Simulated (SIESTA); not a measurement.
Troubleshooting SIESTA: a failed run on Mg₂Si (Fm-3m, 3 atoms in the cell). The aim is a self-consistent single point with DFT, GGA PBE, numerical atomic orbitals DZP, PseudoDojo PBE standard norm-conserving potentials (rewritten from UPF to PSML).

Cell that was meant: a = 4.4828 Å, b = 4.4828 Å, c = 4.4828 Å, α = 60.00°, β = 60.00°, γ = 60.00°.

Part of the input:

```
XC.authors                   PBE
PAO.BasisSize                DZP
PAO.EnergyShift              0.01 Ry
MeshCutoff                   300
%block kgrid.MonkhorstPack
    5   0   0  0.0
    0   5   0  0.0
```

The program printed (abridged):

```
reinit: Reading from file input.fdf

reinit: System Name: Mg2Si
reinit: System Label: siesta

coor:   Atomic-coordinates input format  =     Cartesian coordinates
coor:                                          (in units of alat)

siesta: Atomic coordinates (Bohr) and species
siesta:      2.99505   2.99505   2.99505  1        1
siesta:      8.98514   8.98514   8.98514  1        2
siesta:      0.00000   0.00000   0.00000  2        3

siesta: System type = bulk

initatomlists: Number of atoms, orbitals, and projectors:      3    31    34

siesta: ******************** Simulation parameters ****************************
redata: Spin configuration                          = none
redata: Time-Reversal Symmetry                      = T
redata: Number of Atomic Species                    =        2
ERROR

FDF module: fdf_physical:  no unit specified for MeshCutoff

     File: fdf.F90
     Line:  2144
Note: The following floating-point exceptions are signalling: IEEE_INVALID_FLAG IEEE_OVERFLOW_FLAG
STOP Stopping Program
```

Problem. From the messages shown, name the fault and mend the input.

Solution. The fault is an energy without its unit. The key takes a value and a unit. To fix it, add the unit. The program stopped before any SCF iteration.

An input that runs soundly differs in these lines (not the only fix; some lines may just follow from the change or write a value another way):
```diff
-MeshCutoff                   300
+MeshCutoff                   300 Ry
```

With that input, the run converged in 7 iterations: free energy E − TS -3345.7725 eV; top of the valence band (on the code's own zero) -3.48 eV; gap on the k-point mesh 0.26 eV; pressure 3.38 GPa (DFT, GGA PBE, numerical atomic orbitals DZP, PseudoDojo PBE standard norm-conserving potentials (rewritten from UPF to PSML)).

On the sound input: the starting cell comes from a database of computed structures (which also holds hypothetical and non-ambient phases and stackings), without a prior relaxation at this level. Values carry the incompleteness of an atom-centred basis. With a pressure of about 3 GPa the cell is away from its equilibrium volume at this level.
